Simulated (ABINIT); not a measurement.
## A self-consistent single point of Zr (P6_3/mmc, 2 atoms in the cell) with ABINIT

Computed with PBE, PAW (JTH v2.0 PBE PAW) (plane waves; ABINIT 10.0.3).

Input as run:

```
# Zr, JTH v2.0 PBE PAW
pp_dirpath "./"
pseudos "Zr.GGA_PBE-JTH.xml"
acell 3*1.0 Angstrom
rprim
         3.2058657707    0.0000000532    0.0000000000
        -1.6029329314    2.7763611720    0.0000000000
         0.0000000000    0.0000000000    5.1189460000
natom 2
ntypat 1
znucl 40
typat 1 1
xred
         0.3333333333    0.6666666667    0.2500000000
         0.6666666667    0.3333333333    0.7500000000
ecut 40 Ry
pawecutdg 80 Ry
pawxcdev 0
occopt 3
tsmear 0.1 eV
nband 17
kptopt 1
ngkpt 16 16 9
nshiftk 1
shiftk 0 0 0
nstep 60
tolvrs 1.0e-11
prtwf 0
prtden 0
```

Log, with long lists cut:

```
 Symmetries : space group P6_3/m m c (#194); Bravais hP (primitive hexag.)

 -outvars: echo values of preprocessed input variables --------
            acell      1.8897261329E+00  1.8897261329E+00  1.8897261329E+00 Bohr
             ecut      2.00000000E+01 Hartree
              ixc     -101130
         kptrlatt       16    0    0      0   16    0      0    0    9
          kptrlen      8.70606543E+01
            natom           2
            nband          17
            ngfft          27      27      40
          ngfftdg          36      36      60
             nkpt         150
            nstep          60
             nsym          24
           ntypat           1
           occopt           3
        pawecutdg      4.00000000E+01 Hartree
         pawxcdev           0
            rprim      3.2058657707E+00  5.3200000000E-08  0.0000000000E+00
                      -1.6029329314E+00  2.7763611720E+00  0.0000000000E+00
                       0.0000000000E+00  0.0000000000E+00  5.1189460000E+00
          spgroup         194
           tolvrs      1.00000000E-11
           tsmear      3.67493254E-03 Hartree
            typat      1  1
           useylm           1
             xred      3.3333333333E-01  6.6666666667E-01  2.5000000000E-01
                       6.6666666667E-01  3.3333333333E-01  7.5000000000E-01
            znucl       40.00000

== DATASET  1 ==================================================================

 Real(R)+Recip(G) space primitive vectors, cartesian coordinates (Bohr,Bohr^-1):
 R(1)=  6.0582083  0.0000001  0.0000000  G(1)=  0.1650653  0.0953005  0.0000000
 R(2)= -3.0291042  5.2465623  0.0000000  G(2)= -0.0000000  0.1906010  0.0000000
 R(3)=  0.0000000  0.0000000  9.6734060  G(3)=  0.0000000  0.0000000  0.1033762
 Unit cell volume ucvol=  3.0746696E+02 bohr^3
 Angles (23,13,12)=  9.00000000E+01  9.00000000E+01  1.20000000E+02 degrees

 Coarse grid specifications (used for wave-functions):

 getcut: wavevector=  0.0000  0.0000  0.0000  ngfft=  27  27  40
         ecut(hartree)=     20.000   => boxcut(ratio)=   2.05400

 Fine grid specifications (used for densities):

 getcut: wavevector=  0.0000  0.0000  0.0000  ngfft=  36  36  60
         ecut(hartree)=     40.000   => boxcut(ratio)=   2.08720

   7.48771845E+02                                ecore*ucvol(ha*bohr**3)

_setup2: Arith. and geom. avg. npw (full set) are    1313.467    1313.446

--- !BeginCycle
solver: {iscf: 17, nstep: 60, nline: 4, wfoptalg: 10, }
tolerances: {tolvrs: 1.00E-11, }
...

     iter   Etot(hartree)      deltaE(h)  residm     nres2
 ETOT  1  -94.864758303930    -9.486E+01 5.491E-01 6.466E+00
 ETOT  2  -95.021986236996    -1.572E-01 1.597E-02 1.254E+00
 ETOT  3  -95.021630379006     3.559E-04 5.170E-03 3.168E-01
 ETOT  4  -95.021572841628     5.754E-05 2.106E-03 9.481E-04
 ETOT  5  -95.021575435895    -2.594E-06 1.453E-03 8.110E-05
 ETOT  6  -95.021575455343    -1.945E-08 1.225E-03 1.413E-06
 ETOT  7  -95.021575455164     1.783E-10 9.530E-04 1.736E-07
 ETOT  8  -95.021575455773    -6.087E-10 3.022E-04 1.069E-07
 ETOT  9  -95.021575455623     1.497E-10 3.518E-04 4.818E-10
 ETOT 10  -95.021575455624    -8.100E-13 2.889E-04 7.906E-11
 ETOT 11  -95.021575455625    -5.684E-13 2.719E-04 2.990E-12

 At SCF step   11       nres2   =  2.99E-12 < tolvrs=  1.00E-11 =>converged.

 Cartesian components of stress tensor (hartree/bohr^3)
  sigma(1 1)= -7.71741410E-05  sigma(3 2)=  0.00000000E+00
  sigma(2 2)= -7.71741413E-05  sigma(3 1)=  0.00000000E+00
  sigma(3 3)= -9.68517522E-05  sigma(2 1)= -6.37094015E-14

 ----iterations are completed or convergence reached----

 reduced coordinates (array xred) for    2 atoms
       0.333333333333      0.666666666667      0.250000000000
       0.666666666667      0.333333333333      0.750000000000
 cartesian forces (eV/Angstrom) at end:
    1     -0.00000000000000    -0.00000000000000    -0.00000000000000
    2      0.00000000000000     0.00000000000000    -0.00000000000000
 frms,max,avg= 4.5710337E-27 6.8565505E-27   0.000E+00  0.000E+00  0.000E+00 e/A
 length scales=  1.889726132886  1.889726132886  1.889726132886 bohr
              =  1.000000000000  1.000000000000  1.000000000000 angstroms
 Fermi (or HOMO) energy (hartree) =   0.41944   Average Vxc (hartree)=  -0.41308
 Eigenvalues (hartree) for nkpt= 150  k points:
 kpt#   1, nband= 17, wtk=  0.00043, kpt=  0.0000  0.0000  0.0000 (reduced coord)
  -1.37279   -1.36664   -0.58485   -0.55085   -0.55085   -0.54541   -0.54538   -0.54538
   0.21141    0.30694    0.45245    0.45245    0.45734    0.46581    0.47848    0.47848
   0.50127
      occupation numbers for kpt#   1
   2.00000    2.00000    2.00000    2.00000    2.00000    2.00000    2.00000    2.00000
   2.00000    2.00000    0.00025    0.00025    0.00007    0.00001    0.00000    0.00000
   0.00000
 prteigrs : prtvol=0 or 1, do not print more k-points.

--- !EnergyTerms
comment             : Components of total free energy in Hartree
kinetic             :  2.43172393628722E+01
hartree             :  1.48960011587142E+01
xc                  : -1.35402320065443E+01
Ewald energy        : -7.76296717640587E+01
psp_core            :  2.43529204430555E+00
local_psp           : -6.75775879974181E+01
spherical_terms     :  2.20798921912299E+01
internal            : -9.50190670108993E+01
'-kT*entropy'       : -2.50708692958800E-03
total_energy        : -9.50215740978288E+01
total_energy_eV     : -2.58566852775745E+03
...

-Cartesian components of stress tensor (GPa)         [Pressure=  2.4635E+00 GPa]
- sigma(1 1)= -2.27054124E+00  sigma(3 2)=  0.00000000E+00
- sigma(2 2)= -2.27054124E+00  sigma(3 1)=  0.00000000E+00
- sigma(3 3)= -2.84947645E+00  sigma(2 1)= -1.87439499E-09

 Calculation completed.
```

The run converged in 11 iterations.

The starting cell comes from a database of computed structures (which also holds hypothetical and non-ambient phases and stackings), without a prior relaxation at this level. Its lattice was rescaled by a random factor within 2.5 % of one.

Cost on one core of a shared machine: roughly 2 min.
